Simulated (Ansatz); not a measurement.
Consider the following.

```
MnO
1.0
    3.14682     0.00000     0.00000
    0.00000     3.14682     0.00000
    0.00000     0.00000    15.00000
O Mn
1 1
Direct
  0.25000   0.75000   0.50000
  0.75000   0.25000   0.50000
```

Spin-polarised, with starting moments of sign O+ Mn+.

Method: r2SCAN in Ansatz (plane waves to 500 eV, PAW, no spin-orbit coupling). Settings: 10×10×1 k-points, 0.05 eV Fermi–Dirac smearing. The cell is a slab with vacuum along z.

Task: Predict the largest site moment and layer's space group.

Result: The largest site moment is 4.25 μB and the layer's space group (with vacuum) is P4/mmm (No. 123).

Stability against distortions was not tested. No Hubbard U is applied and the magnetic state is the run's own (MnO ferromagnetic); small cells can't hold the antiferromagnetic order that many such compounds have, so gaps and moments can be off. The cell was made from MnO in the rock salt structure (space group Fm-3m, No. 225; ferromagnetic) by this change: a free-standing slab of 1 layer (2 atoms, 2 a layer) is cut normal to the z axis, with 15 Å of vacuum and the in-plane cell held at bulk; forces were under the threshold from the start, so the atoms kept their bulk positions. In its common phase, real MnO is an antiferromagnetic insulator at low temperature.

Ansatz is an electronic-structure program.
